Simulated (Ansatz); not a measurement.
This concerns the formation energy of the neutral Te_Si in Si (diamond, Fd-3m). Reaction: Te (P3₁21) + 127 Si (diamond) → cell A.

Cell A: a supercell of 128 sites of Si (diamond, Fd-3m) with Te on a Si site (4 Si at 2.67 Å); spin state with PBE: run without spin, k-point mesh 2×2×2.
```xyz
128
Lattice="15.3342 0.0000 0.0000 7.6671 13.2798 0.0000 7.6671 4.4266 12.5203" Properties=species:S:1:pos:R:3 pbc="T T T"
Si    15.3362     0.0009    -0.0008
Si     1.9207     1.1089     0.7827
Si    17.2533     1.1080     3.1282
Si     3.8349     2.2140     3.9099
Si     3.8333     2.2119     6.2614
Si     5.7536     3.3216     7.0432
Si    28.7545    16.6014     9.3894
Si     7.6689     4.4276    10.1695
Si    17.2534     3.3200     0.0002
Si     3.8350     4.4255     0.7822
Si    19.1734     4.4241     3.1269
Si     5.7493     5.5359     3.9132
Si     5.7572     5.5312     6.2590
Si     7.6691     6.6390     7.0432
Si     7.6690     6.6394     9.3893
Si     9.5819     7.7488    10.1741
Si     3.8334     6.6418    -0.0036
Si     5.7536     7.7488     0.7821
Si     5.7571     7.7459     3.1267
Si     7.6689     8.8547     3.9096
Si     7.6697     8.8566     6.2611
Si     9.5769     9.9658     7.0454
Si     9.5878     9.9587     9.3887
Si    11.4938    11.0723    10.1752
Si     5.7534     9.9608     0.0003
Si     7.6690    11.0652     0.7827
Si     7.6690    11.0668     3.1282
Si     9.5819    12.1764     3.9126
Si    24.9220    12.1728     6.2580
Si    11.4938    13.2855     7.0457
Si    26.8394    13.2797     9.3890
Si    13.4161    14.3902    10.1742
Si    11.5020    13.2817     0.0000
Si     5.7511     1.1075     0.7818
Si    13.4180    14.3924     3.1265
Si     7.6691     2.2107     3.9132
Si    15.3362    15.5000     6.2592
Si     9.5851     3.3212     7.0431
Si     9.5847     3.3216     9.3894
Si    11.5020     4.4234    10.1738
Si    13.4180     7.7464    12.5254
Si     7.6691     4.4274     0.7780
Si     7.6690     4.4275     3.1294
Si     9.5889     5.5359     3.9131
Si     9.5807     5.5309     6.2590
Si    11.4948     6.6367     7.0422
Si    11.4994     6.6390     9.3922
Si    13.4167     7.7460    10.1799
Si     7.6692     6.6424     0.0052
Si     9.5852     7.7485     0.7819
Si     9.5807     7.7460     3.1266
Si    11.4949     8.8530     3.9079
Si    11.4541     8.8381     6.2481
Si    13.1551    10.1131     7.1498
Si    13.4092     9.9667     9.4403
Si    15.3359    11.0706    10.1801
Si     9.5847     9.9607     0.0001
Si    11.5019    11.0679     0.7774
Si    11.4994    11.0693     3.1268
Si    13.4167    12.1811     3.9082
Si    13.4091    12.2239     6.2484
Si    15.3359    13.2893     7.0424
Si    15.3361    13.2846     9.3924
Si    17.2562    14.3900    10.1740
Si     7.6695    -0.0031    -0.0037
Si     9.5876     1.1078     0.7819
Si    17.2543    14.3924     3.1267
Si    11.5032     2.2140     3.9100
Si    19.1729    15.4918     6.2616
Si    13.4197     3.3104     7.0456
Si    13.4190     3.3235     9.3887
Si    15.3363     4.4171    10.1748
Si    17.2543     7.7466    12.5252
Si    11.5033     4.4258     0.7819
Si    11.4990     4.4240     3.1267
Si    13.4147     5.5289     3.9081
Si    13.3806     5.4995     6.2486
Si    15.3364     6.3314     7.1511
Si    15.3360     6.6284     9.4408
Si    17.2553     7.7463    10.1797
Si    19.1731    11.0689    12.5166
Si    13.4199     7.7475     0.7707
Si    13.3806     7.7256     3.1003
Si    15.3365     8.8540     3.5831
Te    15.3375     8.8525     6.2578
Si    17.5199    10.1144     7.1506
Si    17.2633     9.9672     9.4406
Si    19.1787    11.0724    10.1749
Si    13.4190     9.9610     0.0023
Si    15.3364    11.0667     0.7710
Si    15.3359    11.1120     3.1004
Si    17.2554    12.1810     3.9082
Si    17.2632    12.2244     6.2487
Si    19.1788    13.2852     7.0455
Si    19.1672    13.2798     9.3888
Si    21.0824    14.3898    10.1739
Si    26.8374    17.7082    12.5202
Si    13.4174     1.1088     0.7826
Si    13.4189     1.1080     3.1281
Si    15.3360     2.2102     3.9125
Si    15.3364     2.2168     6.2578
Si    17.2533     3.3098     7.0455
Si    17.2537     3.3236     9.3884
Si    19.1702     4.4238    10.1739
Si    21.0860     7.7464    12.5202
Si    15.3359     4.4269     0.7776
Si    15.3362     4.4244     3.1269
Si    17.2576     5.5287     3.9079
Si    17.2918     5.4989     6.2481
Si    19.1770     6.6366     7.0422
Si    19.1727     6.6391     9.3920
Si    21.0901     7.7489    10.1738
Si    23.0036    11.0669    12.5225
Si    17.2534     7.7472     0.7701
Si    17.2919     7.7252     3.0998
Si    19.1771     8.8530     3.9079
Si    19.2194     8.8380     6.2481
Si    21.0963     9.9657     7.0455
Si    21.0845     9.9588     9.3884
Si    23.0031    11.0625    10.1740
Si    17.2536     9.9607     0.0022
Si    19.1702    11.0679     0.7776
Si    19.1727    11.0691     3.1270
Si    21.0901    12.1764     3.9125
Si    21.0845    12.1724     6.2579
Si    23.0030    13.2809     7.0366
Si    23.0033    13.2807     9.3894
Si    24.9242    14.3900    10.1739
```

Reference: Te (P3₁21), 3 atoms in the cell, k-point mesh 12×12×6 on the run's own vectors. Conventional cell: a = 4.316 Å, b = 4.316 Å, c = 5.967 Å, α = 90.00°, β = 90.00°, γ = 120.00°.

Reference: Si (diamond, Fd-3m), 128 atoms in the cell, the relaxed perfect crystal repeated, atoms not moved again, k-point mesh 2×2×2 on the run's own vectors.

All numbers come from Ansatz (an electronic-structure program), plane waves with PAW, its default PAW set, cutoff 420 eV, 500 eV for r2SCAN. The structures are at rest with PBE+D3(BJ), within the held lattices; other levels are single points on them. Neutral cells; Fermi-Dirac smearing of at most 0.05 eV in the solids, energies taken to zero width. The lattices are those relaxed with PBE+D3(BJ), so at other levels the solids can be strained, which adds to the spread. Larger cells are relaxed from a start prepared with the learned potential CHGNet, on a coarser mesh till forces fall under 0.03 eV/Å, which some starts already meet. A dispersion term (D3(BJ), or D4 for r2SCAN) was computed beside these levels and is taken off wherever the name lacks it. The PAW files were made for PBE and serve at the other functionals too. Space groups of crystals are read within 0.01 Å. Static lattices, no vibrational contributions. Cells are local rest points, mostly with their start's symmetry. The runs are scalar-relativistic, without spin-orbit coupling. No correction for cell size. Mesh and cell size may move defect energies by 0.1 eV or more.

Task: What value does r2SCAN+D4 give?

Result: 2.08 eV, for Te (P3₁21) + 127 Si (diamond) → cell A.

Task: What do the other levels give, and how wide is the spread?

Result: 
| Method | value (eV) | less r2SCAN+D4 |
|---|---|---|
| PBE+D3(BJ) | 1.79 | -0.29 |
| r2SCAN | 2.14 | 0.06 |

The levels shown span 0.35 eV, from PBE+D3(BJ) (1.79) to r2SCAN (2.14).
